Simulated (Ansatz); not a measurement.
## Al: response to strain

The parent structure is Al in the fcc (Cu type) structure (space group Fm-3m, No. 225; a = 4.0151 Å; relaxed with 0.1 eV smearing). Axes: x, y, z lie along the cube axes.

Strains are applied to the cell and any free atomic positions relax; under biaxial strain the out-of-plane vector relaxes too.

Method: Kohn–Sham DFT with the PBEsol functional, run in Ansatz (an electronic-structure program) with PAW and 420 eV plane waves, no spin-orbit coupling, earlier PAW set.

Notes on the quantities. energy relative to the base: free energy F; pressure: mean of the normal stresses, compression positive.

```csv
variant,energy relative to the base,pressure,space group,shortest interatomic distance
base,0 meV/atom,0.0 GPa,Fm-3m (No. 225),2.839 Å
"biaxial strain +1.14 %, plane normal [110], relaxed out of plane",+1.5 meV/atom,-1.0 GPa,Immm (No. 71),2.813 Å
isotropic strain −2.85 %,+34 meV/atom,8.6 GPa,Fm-3m (No. 225),2.758 Å
isotropic strain +1.66 %,+9.7 meV/atom,-3.6 GPa,Fm-3m (No. 225),2.886 Å
isotropic strain +2.58 %,+23 meV/atom,-5.3 GPa,Fm-3m (No. 225),2.912 Å
```

A biaxial case was relaxed in a doubled cell and then solved in the primitive one. Whether these cells are dynamically stable was not tested.
